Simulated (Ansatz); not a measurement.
Take Au in the fcc (Cu type) structure (space group Fm-3m, No. 225; relaxed with 0.1 eV smearing) as the base.

```
CELL_PARAMETERS angstrom
      0.00000     2.02383     2.02383
      2.02383     0.00000     2.02383
      2.02383     2.02383     0.00000
ATOMIC_POSITIONS crystal
  Au 0.00000 0.00000 0.00000
```

Cartesian axes are those of the cell as printed.

Computed with Kohn–Sham DFT with the LDA functional, run in Ansatz (a first-principles code) with PAW and 420 eV plane waves, without spin-orbit coupling.

Now apply this change: a pure shear with ε_xy = ε_yx = 0.0057, atoms relaxed at fixed cell.

Q: What does the calculation give for the stress after the change?

A: The stress (xx, yy, zz, yz, xz, xy; compression positive) amounts to (0.0, 0.0, 0.0, 0.0, 0.0, -0.5) GPa.

The cells carry an imposed strain or load. No phonon test of stability was made.
